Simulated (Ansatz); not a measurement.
Band structure of CsGeI₃ (Cm, 5 atoms in the cell).

```xyz
5
Lattice="4.3346 -4.5133 0.0000 4.3346 4.5133 0.0000 -0.2147 0.0000 5.9848" Properties=species:S:1:pos:R:3 pbc="T T T"
Cs     0.6445     0.0000     2.4911
Ge     5.2637     0.0000     5.2877
I      4.8556     0.0000     2.4417
I      2.8063     2.4810     5.3990
I      2.8063    -2.4810     5.3990
```

Method: PBEsol, PAW files made with PBE (plane waves; Ansatz, an electronic-structure program).

Settings: kpoints.mp_grid.grid = 3 3 3; hamiltonian.xc = pbesol; hamiltonian.pseudopotentials = {kind: paw} (the program's default PAW files); scf.occupations.method = fermi_dirac; scf.occupations.width = 0.05 eV; kpoints.band_path.npoints = 8.

The starting cell comes from a database of computed structures (which also holds hypothetical and non-ambient phases and stackings), without a prior relaxation at this level. Spin-orbit coupling is off.

### Question
Predict the gap along the standard path and the places of the band edges.

### Answer
The gap along the path is 1.19 eV, direct at I to within 0.01 eV. Another conduction valley lies within 0.1 eV, so the order of the valleys is not sure.

Levels in eV from the top of the valence band on the path, bands 34 to 41:
| point | 34 | 35 | 36 | 37 | 38 | 39 | 40 | 41 |
|---|---|---|---|---|---|---|---|---|
| Γ | -1.45 | -1.28 | -1.20 | -1.19 | 3.05 | 3.60 | 3.91 | 4.02 |
| Y | -0.94 | -0.86 | -0.77 | -0.01 | 1.19 | 1.42 | 1.51 | 3.96 |
| F | -0.94 | -0.85 | -0.76 | 0.00 | 1.19 | 1.41 | 1.49 | 3.95 |
| H | -0.95 | -0.87 | -0.77 | -0.03 | 1.20 | 1.45 | 1.55 | 3.98 |
| Z | -1.62 | -1.50 | -1.46 | -0.51 | 1.86 | 4.41 | 4.62 | 4.73 |
| I | -0.94 | -0.85 | -0.76 | 0.00 | 1.19 | 1.41 | 1.48 | 3.95 |
| F1 | -0.94 | -0.85 | -0.76 | 0.00 | 1.19 | 1.41 | 1.49 | 3.95 |

Keys are those of Ansatz 0.2.
